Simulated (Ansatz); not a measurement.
Abridged Ansatz (an electronic-structure program) output:

```
Pseudopotential: Hf, paw, valence charge 26
Pseudopotential: O, paw, valence charge 6
Crystal: 3 atoms, lattice volume = 32.480 Å³
Basis set: ecut = 420 eV, 609 PW (Γ), exchange–correlation on 48×48×48 points (8 copies of the dense FFT grid, shifted against one another)
Bands: 23, of which v1, the nominal top of the filled ones, is band 19 counted from 1 (18 counted from 0)
Symmetry: 48 space group operations
k-points: 29 of 512
Functional: x = pbe(κ = 0.804, μ = 0.2195149727645171), c = pbe(β = 0.06672455060314922), warm-up for x = pbe(κ = 0.804, μ = 0.2195149727645171) + 0.25 (exact …
SCF iter   1: F=—  HF=-16861.403476 eV  |F-HF|=—  |Δ(HF+E_count)|=         —  Δρ=2.17e-3  dr2=8.17e-4  ethr=1.77e-3  ⟨swp⟩=2.0  Hψ=3882  notcnv=0
SCF iter   2: F=-16861.404178 eV  HF=-16861.404029 eV  |F-HF|=1.49e-4  |Δ(HF+E_count)|=   5.53e-4  Δρ=1.20e-3  dr2=2.18e-4  ethr=2.15e-6  ⟨swp⟩=4.2  Hψ=1992  notcnv=0  defer=5
SCF 1 stopped early in 2 iterations: F = -16861.404178 eV  dr2 = 2.18e-4
Crystal: 3 atoms, lattice volume = 32.480 Å³
Functional: x = pbe(κ = 0.804, μ = 0.2195149727645171) + 0.25 (exact − pbe) at short range (hse, ω = 0.20786987370883472 Å⁻¹), c = pbe(β = 0.06672455060314922); HSE06 as pw.x's `hse` composes it (authors' and Libxc's form: `xc: wpbeh`)
SCF iter   1: F=—  HF=-16861.665256 eV  |F-HF|=—  |Δ(HF+E_count)|=         —  Δρ=1.09e-2  dr2=4.10e-2  ethr=5.75e-6  ⟨swp⟩=6.3  Hψ=3017  notcnv=0
SCF iter   2: F=—  HF=-16861.614029 eV  |F-HF|=—  |Δ(HF+E_count)|=   5.12e-2  Δρ=7.36e-3  dr2=1.12e-2  ethr=5.75e-6  ⟨swp⟩=5.1  Hψ=2506  notcnv=0
SCF 2 stopped early in 8 iterations: F = -16861.628796 eV  dr2 = 4.54e-7
Crystal: 3 atoms, lattice volume = 32.480 Å³
SCF iter   1: F=—  HF=-16861.628244 eV  |F-HF|=—  |Δ(HF+E_count)|=         —  Δρ=1.22e-4  dr2=1.80e-6  ethr=1.40e-5  ⟨swp⟩=2.1  Hψ=1336  notcnv=0
SCF iter   2: F=—  HF=-16861.628249 eV  |F-HF|=—  |Δ(HF+E_count)|=   4.58e-6  Δρ=4.95e-5  dr2=3.72e-7  ethr=4.12e-9  ⟨swp⟩=4.9  Hψ=2126  notcnv=0
SCF 3 converged in 3 iterations: F = -16861.628249 eV  dr2 = 4.76e-8
Free energy (F): -16861.628249 eV
Internal energy: -16861.628249 eV  (E = F + TS)
E sigma→0 (E₀):  -16861.628249 eV
Fermi energy:    17.778141 eV
```

**Question.** What was computed, and what are the main results?

**Answer.** HfO2, 3 atoms in the cell, with HSE06 (Ansatz), no spin-orbit coupling. The last SCF converged to F = -16861.628249 eV, or -5620.5427 eV per atom. The total energy compares only with runs of the same code, potentials and settings.

Single points use the geometry relaxed with r2SCAN. HSE06 was sampled on its mesh, a few special points and the semilocal edge points, so its gap is an upper bound. Spin-orbit coupling, missing from the scalar runs, can matter with Hf. Load acts through the strain it causes; cell and atoms are relaxed under it. Stability against distortions was not tested. The cell was made from HfO2 in the fluorite structure (space group Fm-3m, No. 225) by this change: pressure −1 GPa. This is not the structure that HfO2 has at room temperature and ambient pressure.
